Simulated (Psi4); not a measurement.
Psi4 1.11, B3LYP/def2-tzvp: Mo(NH)2(F)2 ([NH]=[Mo](=[NH])([F])[F]), 7 atoms. The geometry is a generated start, not checked to be a minimum at this level.

```json
{
 "task": "energy",
 "method": "b3lyp",
 "basis": "def2-tzvp",
 "memory": "3 GB",
 "maxiter": "100",
 "keys_of_the_molecule_block": "symmetry c1",
 "scf_type": "df (default)",
 "guess": "auto, which took SAD (default)",
 "scf_initial_accelerator": "adiis (default)",
 "e_convergence": "1e-06 (default)",
 "d_convergence": "1e-06 (default)",
 "dft_radial_points": "75 (default)",
 "dft_spherical_points": "302 (default)",
 "effective_core_potentials": "those of the basis set, past Kr",
 "basis_functions": "176",
 "grid_points": "153002"
}
```

```xyz
7

Mo     0.0363     0.3185     0.3568
N     -1.3526    -0.6724     0.0682
H     -2.0592    -1.3239    -0.2513
N      1.2816     0.0144    -0.8065
H      1.8802    -0.2945    -1.5625
F     -0.4654     2.0428     0.2049
F      0.6792    -0.0848     1.9904
```

Charge 0 and multiplicity 1 are set for this test and not shown to be the ground state.

One run each on 2 threads. Values of diis_max_vecs tried: 3, 6, 10 (default), 20.

**Question.** How does the count of SCF iterations change with diis_max_vecs, and where is it least?

**Answer.** Fewest SCF iterations, within one of each other: 6 with 12, 10 (default) with 12, 20 with 12. The count rises to 43 at 3. All converge to one solution.

| diis_max_vecs | SCF iterations | end |
|---|---|---|
| 3 | 43 | same solution |
| 6 | 12 | same solution |
| 10 (default) | 12 | same solution |
| 20 | 12 | same solution |
